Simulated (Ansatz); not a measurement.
**How the band gap of SnS2 (Fd-3m, No. 227, 12 atoms in the cell; start mp-1095397; a measured phase of this formula has another space group) moves with the method**

No measured value is used here.

| level (code) | value (eV) |
|---|---|
| dielectric-dependent PBEsol hybrid (Ansatz) | 1.87 |
| HSE06 (Ansatz) | 1.99 |
| PBE0 (Ansatz) | 2.68 |

Computed values are for a static lattice. Spin–orbit coupling is included only where a level's name says +SOC; with heavier elements it mostly lowers gaps and can invert bands.  Values are at the PBEsol cell. Ansatz's density-functional and Hartree–Fock values are scalar-relativistic unless marked +SOC, with PAW data made under PBE.

A start named mp-… is a Materials Project structure, which need not be a measured phase.

Ansatz is a first-principles code.
